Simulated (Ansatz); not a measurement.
# Ta₃W (model structure, started from the A15 type, Pm-3n, No. 223, 8 atoms in the cell)

Level of theory: LDA (plane waves, PAW; Ansatz, an electronic-structure program).

Settings: plane-wave cutoff 520 eV, 12×12×12 k mesh, Fermi–Dirac smearing 0.05 eV, no spin polarisation, scalar-relativistic PAW data made under PBE.

Cell (relaxed at this level):

```xyz
8
Lattice="5.1466 0.0000 0.0000 0.0000 5.1466 0.0000 0.0000 0.0000 5.1466" Properties=species:S:1:pos:R:3 pbc="T T T"
Ta     1.2867     0.0000     2.5733
Ta     3.8600     0.0000     2.5733
Ta     0.0000     2.5733     1.2867
Ta     0.0000     2.5733     3.8600
Ta     2.5733     1.2867     0.0000
Ta     2.5733     3.8600     0.0000
W      0.0000     0.0000     0.0000
W      2.5733     2.5733     2.5733
```

```
Property        Value
------------  -------
bulk modulus  241 GPa
```

Note: the run has no spin polarisation, so it can have missed a magnetic state; the bulk modulus is −V dP/dV from two relaxed cells at ±2 % in volume; the relaxation could raise the start's symmetry but not lower it, so the cell can be a saddle point.

Spin–orbit coupling is not included.

Static lattice: no zero-point or thermal effects.

Computing time: about 4 core-minutes (a rough figure).

A model structure was made by putting elements into a prototype or built by hand; it is no filed structure, need not be a known phase, and can be a saddle point held by its symmetry.
